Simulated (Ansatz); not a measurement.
## A computed series for MoSi2: pressure series

Start from MoSi₂ (space group I4/mmm, No. 139; a = 3.2170 Å, c = 7.8732 Å).

Cell and atoms are relaxed at each pressure.

Calculations: PBE, PAW, 420 eV (Ansatz, a program for electronic structure; spin-orbit coupling left out), earlier PAW set.

```tsv
pressure (GPa)	volume per atom (Å³/atom)
-2	13.717
-1	13.648
0	13.580
0.7	13.534
1.5	13.482
3	13.388
5	?
7.5	13.126
10	12.992
```

Question: Fit the third-order Birch–Murnaghan form P(V) = (3B₀/2)[(V₀/V)^(7/3) − (V₀/V)^(5/3)]·[1 + (3/4)(B₀′ − 4)((V₀/V)^(2/3) − 1)] (squares taken in P) to the rows shown and predict the withheld row.

Answer: Least squares on the printed values gives V₀ = 13.580 Å³/atom, B₀ = 204 GPa, B₀′ = 4.7; this predicts 13.268 Å³/atom, and the run gives 13.268 Å³/atom, in agreement.

Load acts through the strain it causes; cell and atoms are relaxed under it. No phonon test of stability was made. No other phases were tried under pressure. All final runs are without spin polarisation.
